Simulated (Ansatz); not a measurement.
**Pressure series in InPd**

The parent structure is InPd in the CsCl type structure (space group Pm-3m, No. 221; a = 3.3052 Å).

Cell and atoms are relaxed at each pressure.

Calculations: PBE (Ansatz, a quantum-chemistry and plane-wave program, PAW, spin-orbit coupling left out).

```json
[
 {"P (GPa)": "-2.01", "V (Å³/atom)": "18.406"},
 {"P (GPa)": "-1.00", "V (Å³/atom)": "18.224"},
 {"P (GPa)": "0.30", "V (Å³/atom)": "18.005"},
 {"P (GPa)": "0.70", "V (Å³/atom)": "17.942"},
 {"P (GPa)": "1.50", "V (Å³/atom)": "17.818"},
 {"P (GPa)": "3.00", "V (Å³/atom)": "17.602"},
 {"P (GPa)": "5.01", "V (Å³/atom)": "17.340"},
 {"P (GPa)": "7.51", "V (Å³/atom)": "17.047"},
 {"P (GPa)": "10.01", "V (Å³/atom)": "16.782"}
]
```

Q: Fit a third-order Birch–Murnaghan equation of state.

A: Least squares on P(V) = (3B₀/2)[(V₀/V)^(7/3) − (V₀/V)^(5/3)]·[1 + (3/4)(B₀′ − 4)((V₀/V)^(2/3) − 1)] gives V₀ = 18.05 Å³/atom, B₀ = 110 GPa and B₀′ = 6.1.

Load acts through the strain it causes; cell and atoms are relaxed under it. Whether these cells are dynamically stable was not tested. No other phases were tried under pressure. All final runs are without spin polarisation.
